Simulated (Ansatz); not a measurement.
TaSnO (model structure, started from the ZrSiS type, P4/nmm, No. 129, 6 atoms in the cell) was calculated with LDA in Ansatz (PAW).

Settings: plane-wave cutoff 520 eV, 16×16×8 k mesh (along the axes of the cell as run), Fermi–Dirac smearing 0.05 eV, scalar-relativistic PAW data made under PBE.

Cell (relaxed at this level):

```xyz
6
Lattice="3.8973 0.0000 0.0000 0.0000 3.8973 0.0000 0.0000 0.0000 6.5918" Properties=species:S:1:pos:R:3 pbc="T T T"
Ta     0.0000     1.9487     4.4064
Ta     1.9487     0.0000     2.1853
Sn     0.0000     0.0000     0.0000
Sn     1.9487     1.9487     0.0000
O      1.9487     0.0000     4.0504
O      0.0000     1.9487     2.5414
```

**Question.** Give the computed bulk modulus.

**Answer.** 
- bulk modulus: 63.3 GPa

The run finds no gap.

Note: the bulk modulus is −V dP/dV from two relaxed cells at ±2 % in volume; the relaxation could raise the start's symmetry but not lower it, so the cell can be a saddle point.

Spin–orbit coupling is not included; it can open a gap where bands touch, and shift volumes and moduli.

A model structure was made by putting elements into a prototype or built by hand; it is no filed structure, need not be a known phase, and can be a saddle point held by its symmetry.

Ansatz is a program for electronic structure.
